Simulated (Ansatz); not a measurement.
**Response to strain in ScAl3**

The parent structure is ScAl₃ in the Cu3Au type structure (space group Pm-3m, No. 221; relaxed with 0.1 eV smearing).

```
CELL_PARAMETERS angstrom
      4.03268     0.00000     0.00000
      0.00000     4.03268     0.00000
      0.00000     0.00000     4.03268
ATOMIC_POSITIONS crystal
  Sc 0.00000 0.00000 0.00000
  Al 0.00000 0.50000 0.50000
  Al 0.50000 0.00000 0.50000
  Al 0.50000 0.50000 0.00000
```

Cartesian axes are those of the cell as printed.

Strains are applied to the cell and any free atomic positions relax; under biaxial strain the out-of-plane vector relaxes too.

Method: LDA in Ansatz (plane waves to 420 eV, PAW, no spin-orbit coupling).

Notes on the quantities. in-plane stress: mean in-plane stress (compression positive); energy relative to the base: free energy F.

```tsv
case	in-plane stress	ratio −ε⊥/ε∥	energy relative to the base
base	–	–	0 meV/atom
biaxial strain −3.00 %, plane normal [001], relaxed out of plane	+7.8 GPa	0.45	+23 meV/atom
biaxial strain −2.40 %, plane normal [001], relaxed out of plane	+6.0 GPa	0.45	?
biaxial strain −1.80 %, plane normal [001], relaxed out of plane	?	0.44	+7.8 meV/atom
biaxial strain −1.20 %, plane normal [001], relaxed out of plane	?	0.44	+3.4 meV/atom
biaxial strain −0.60 %, plane normal [001], relaxed out of plane	+1.4 GPa	–	+0.8 meV/atom
```

Problem. Fill in the withheld entries from the trend.

Solution. 
- biaxial strain −2.40 %, plane normal [001], relaxed out of plane, energy relative to the base: +14 meV/atom
- biaxial strain −1.80 %, plane normal [001], relaxed out of plane, in-plane stress: +4.4 GPa
- biaxial strain −1.20 %, plane normal [001], relaxed out of plane, in-plane stress: +2.9 GPa

Whether these cells are dynamically stable was not tested. The final runs are not spin-polarised.

Ansatz is a quantum-chemistry and plane-wave program.
